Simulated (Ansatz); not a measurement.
SiC under load (space group P6_3mc), r2SCAN with spin-orbit coupling, rigid bands (Ansatz, a program for electronic structure). Condition of this run: biaxial stress in the c plane of 10 GPa (compression positive) (the target of the relaxation). Band gap 2.44 eV, N_c = 1.06e19 cm⁻³ and N_v = 6.01e19 cm⁻³ at 300 K, conductivity masses along z (a = (3.03, 0.00, 0.00) Å; b = (-1.51, 2.62, 0.00) Å; c = (0.00, 0.00, 5.06) Å) of 0.263 mₑ (electrons) and 1.54 mₑ (holes). Take k_BT = 0.02585 eV.

Q: What thermal injection velocity √(2k_BT/πm) limits a ballistic channel along the direction named?

A: 1.05e7 cm/s for electrons and 4.34e6 cm/s for holes, a ratio of √(m_h/m_e) = 2.42, for dilute carriers.

Q: A film of it is 2 nm thick, with its normal along the direction named. Estimate the confinement energies in an infinite well.

A: ħ²π²/(2m t²) = 0.376 eV·nm²/(m/mₑ × t²) gives 357 meV for electrons and 61.0 meV for holes, so the gap would widen to about 2.86 eV. Finite barriers and nonparabolic bands lower this, and with several valleys or bands the heaviest mass along the normal sets the lowest level, not this average.

Q: What built-in voltage has an abrupt junction with N_A = 1e16 and N_D = 1e18 cm⁻³, all dopants ionised?

A: V_bi = E_g/e − (k_BT/e) ln(N_c N_v/(N_A N_D)) = 2.44 − 0.02585 × 11.06 = 2.15 V, for the computed gap.

Rigid bands with the computed gap; masses take one relaxation time for all states. Geometry: cell and atoms relaxed with PBEsol.
